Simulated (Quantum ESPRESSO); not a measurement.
# Convergence test for LaSe2 (P4/nmm, 6 atoms in the cell)

```xyz
6
Lattice="4.2250 0.0000 0.0000 0.0000 4.2250 0.0000 0.0000 0.0000 8.6949" Properties=species:S:1:pos:R:3 pbc="T T T"
La     0.0000     2.1125     6.3013
La     2.1125     0.0000     2.3936
Se     0.0000     2.1125     3.1792
Se     2.1125     0.0000     5.5157
Se     0.0000     0.0000     0.0000
Se     2.1125     2.1125     0.0000
```

Level of theory: PBEsol, GBRV 1.5 ultrasoft (PBESOL) pseudopotentials (plane waves; Quantum ESPRESSO 7.5).

The starting cell comes from a database of computed structures (which also holds hypothetical and non-ambient phases and stackings), without a prior relaxation at this level. In the base run, with a pressure of about -3 GPa the cell is away from its equilibrium volume at this level.

Held fixed: ecutwfc = 40 Ry; ecutrho = 200 Ry; occupations = smearing; smearing = methfessel-paxton; degauss = 0.0073499 Ry; potentials = {La: la_pbesol_v1.uspp.F.UPF, Se: se_pbesol_v1.uspp.F.UPF}; K_POINTS = automatic 6 6 3 0 0 0; mixing_beta = 0.4.

ΔF is the free energy per atom less that of the last row (1e-13 Ry).

| conv_thr | ΔF (meV/atom) | pressure (GPa) | largest force (eV/Å) | iterations |
|---|---|---|---|---|
| 0.0001 Ry | 0.13 | -3.10 | 0.035 | 6 |
| 1e-05 Ry | 0.03 | -3.05 | 0.034 | 7 |
| 1e-07 Ry | 0.00 | -3.00 | 0.041 | 10 |
| 1e-09 Ry | 0.00 | -3.00 | 0.041 | 12 |
| 1e-11 Ry | 0.00 | -3.00 | 0.041 | 13 |
| 1e-13 Ry | 0.00 | -3.00 | 0.041 | 18 |

Energy within 1 meV/atom of the last row: from conv_thr = 0.0001 Ry on, the coarsest one.

Left out of this page: 1 run of the series outside the window shown, repeating another row's setting, or not comparable.
